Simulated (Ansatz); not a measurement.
Results of PBE0 (plane waves, PAW; Ansatz, an electronic-structure program) for antifluorite K2S.

Numerical settings: plane-wave cutoff 460 eV, 6×6×6 k mesh, Fermi–Dirac smearing 0.01 eV, scalar-relativistic PAW data made under PBE.

The cell has the measured lattice: a = 7.3910 Å, b = 7.3910 Å, c = 7.3910 Å, α = 90.00°, β = 90.00°, γ = 90.00°.

Task: What does this level give for the band gap and smallest direct gap on the k points sampled?

Result: 
- band gap = 4.02 eV (on the SCF k mesh) (indirect)
- smallest direct gap on the k points sampled = 4.21 eV

Note: cell and atoms aren't relaxed at this level (pressure 0.2 GPa).

The computed numbers hold no vibrational or temperature effects.
